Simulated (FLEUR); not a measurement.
Input and output of a self-consistent single point for AlN (F-43m, 2 atoms in the cell) (FLEUR).

Level of theory: LDA (Perdew-Zunger), all-electron FLAPW (FLEUR), scalar-relativistic valence run with FLEUR.

```
CELL_PARAMETERS angstrom
      0.00000     2.19382     2.19382
      2.19382     0.00000     2.19382
      2.19382     2.19382     0.00000
ATOMIC_POSITIONS crystal
  Al 0.00000 0.00000 0.00000
  N  0.75000 0.75000 0.75000
```

Reference input (self-consistent single point, DFT, PBE, all-electron FLAPW (FLEUR), scalar-relativistic valence): Kmax = 4.5 1/bohr; GmaxXC = 15.8 1/bohr; xcFunctional = pbe; jspins = 1; l_soc = F; mode = hist; fermiSmearingEnergy = 0.00183747 Htr; mesh (inpgen div1-3) = 9 9 9; inpgen gamma flag = false; Gmax = 15.8 1/bohr; numbands = 0; maxIterBroyd = 15. This run's input differs from it in these lines:

```diff
@@ -14,2 +14,3 @@
 &comp jspins=1 /
+&exco xctyp='pz' /
 &kpt div1=9 div2=9 div3=9 /
@@ -26,3 +27,3 @@
       <coreElectrons ctail="T" frcor="F" kcrel="0" coretail_lmax="0"/>
-      <xcFunctional name="pbe" relativisticCorrections="F"/>
+      <xcFunctional name="pz" relativisticCorrections="F"/>
       <magnetism jspins="1"/>
```

The program printed (abridged):

```
 Iteration:     1   Distance:      27.43167125 me/bohr^3
 Iteration:     2   Distance:      23.73585890 me/bohr^3
 Iteration:     3   Distance:       8.46457015 me/bohr^3
 Iteration:     4   Distance:       4.98568241 me/bohr^3
 Iteration:     5   Distance:       0.70815436 me/bohr^3
   [... 4 lines left out ...]
 Iteration:    10   Distance:       0.00063708 me/bohr^3
 Iteration:    11   Distance:       0.00082048 me/bohr^3
 Iteration:    12   Distance:       0.00002311 me/bohr^3
 Iteration:    13   Distance:       0.00000375 me/bohr^3
 Run finished successfully
 Stop message:
   Structural relaxation: Done

[file out, last iteration]
             iter=     14
[...]
          total density-effective poten   -4.5132068671E+02
          total charge density-energy d   -2.4286256969E+01
 Updated energy parameters for spin:           1
[...]
 fermi energy and band-weighting factors:

[...]
FERMIE:
          first approx. to ef    (T=0)  :   0.226694 htr   (energy of the highest occ. eigenvalue)
          number of occ. states  (T=0)  :        220
          first approx. to seigv (T=0)  :   0.346420 htr
          sum of weights of occ. states :   4.000000
          sum of semicore charge        :   0.000000 e
FERHIS:  Fermi-Energy by histogram:
          bandgap                     :   0.125710 htr
   [... lines left out ...]
          charge neutrality (T=0)     :   0.000000    (zero if the highest occ. eigenvalue is "entirely" occupied)
 Direct bandgap for spin            1 :   0.15142813427213819       Htr
 ---->    free energy=                      -296.4158166988 htr
   [... lines left out ...]
      extrapolation for T->0
 ---->    total electron energy=            -296.4158166988 htr
 ***** TOTAL FORCES ON ATOMS *****
 TOTAL FORCE FOR ATOM TYPE=  1  X=  0.000   Y=  0.000   Z=  0.000
                       FX_TOT= 0.000000 FY_TOT= 0.000000 FZ_TOT= 0.000000
 TOTAL FORCE FOR ATOM TYPE=  2  X= -2.073   Y= -2.073   Z= -2.073
                       FX_TOT= 0.000000 FY_TOT= 0.000000 FZ_TOT= 0.000000
 Structural relaxation: Done
```

The run converged in 13 iterations. FLEUR gives forces in its relaxation mode, with a further iteration, so its stop message speaks of a relaxation. Against the reference run the gap on the mesh goes from 3.509 to 3.421 eV.

The starting cell comes from a database of computed structures (which also holds hypothetical and non-ambient phases and stackings), without a prior relaxation at this level. Its lattice was rescaled by a random factor within 2.5 % of one. Values depend on the basis (sphere radii, cutoffs, local orbitals), which need not be converged.
